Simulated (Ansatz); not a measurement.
Consider Cu-vacancy pair (Cu on one host Ti site, one Ti site vacant) in rock-salt TiC, neutral cell. All values below come from PBE, PAW (plane waves to 420 eV; Ansatz, a first-principles code).

Settings: 64 host sites, the relaxed PBE lattice, a 3×3×3 k-point mesh shifted by half a step, smearing 0.10 eV, spin-restricted, no image-charge correction. Energies are static. Forms of the defect that were not tried may lie lower. The start lies 0.41 eV above the lowest site run (PBE).

Barriers: single points on a 4×4×4 k-point mesh shifted by half a step at the bands' geometries.

The step: direct exchange of Cu with the vacancy (Cu-vacancy distance between ideal sites 3.06 Å throughout). Atoms about the jump, Cartesian Å from the middle of the jump, before and after:

| atom | x0 | y0 | z0 | x1 | y1 | z1 |
|---|---|---|---|---|---|---|
| Cu1 | 0.00 | -1.02 | -1.02 | 0.00 | 1.02 | 1.02 |
| C2 | 0.00 | 1.11 | -1.13 | 0.00 | 1.13 | -1.11 |
| C3 | 0.00 | -1.13 | 1.11 | 0.00 | -1.11 | 1.13 |
| C4 | -2.18 | -1.07 | -1.07 | -2.21 | -1.08 | -1.08 |
| C5 | -2.21 | 1.08 | 1.08 | -2.18 | 1.07 | 1.07 |
| Ti6 | -2.14 | -1.06 | 1.07 | -2.14 | -1.07 | 1.06 |
| Ti7 | -2.14 | 1.07 | -1.06 | -2.14 | 1.06 | -1.07 |
| C8 | 2.18 | -1.07 | -1.07 | 2.21 | -1.08 | -1.08 |
| C9 | 2.21 | 1.08 | 1.08 | 2.18 | 1.07 | 1.07 |
| Ti10 | 2.14 | 1.07 | -1.06 | 2.14 | 1.06 | -1.07 |
| Ti11 | 2.14 | -1.06 | 1.07 | 2.14 | -1.07 | 1.06 |

### Question
Predict the transition state.

### Answer

```csv
atom,x,y,z
Cu1,-0.02,0.00,0.00
C2,0.00,1.27,-1.27
C3,0.00,-1.26,1.27
C4,-2.18,-1.06,-1.06
C5,-2.18,1.06,1.06
Ti6,-2.16,-1.10,1.10
Ti7,-2.16,1.11,-1.10
C8,2.18,-1.06,-1.06
C9,2.18,1.07,1.06
Ti10,2.16,1.10,-1.10
Ti11,2.16,-1.09,1.10
```
It lies 1.27 eV above the start and 1.27 eV above the end. The saddle point's order was not checked, and it lies on a symmetry element of the cell, where a band can be held.
